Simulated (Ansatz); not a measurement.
Base system: Pt in the fcc (Cu type) structure (space group Fm-3m, No. 225; a = 3.895 Å; relaxed with 0.1 eV smearing). Axes: x, y, z lie along the cube axes.

All numbers come from plane-wave PAW DFT at the LDA level (Ansatz, an electronic-structure program, 420 eV), no spin-orbit coupling.

One thing is altered: tensor shear ε_xy = +0.86 % (engineering shear γ = 0.0172), atoms relaxed at fixed cell.

**Question.** How does this affect the energy relative to the base and stress?

**Answer.** The energy grows by 1.2 meV/atom; the stress (xx, yy, zz, yz, xz, xy; compression positive) is (0.2, 0.2, -0.1, 0.0, 0.0, -1.6) GPa.

The cells carry an imposed strain or load. Whether these cells are dynamically stable was not tested. The final runs are not spin-polarised.
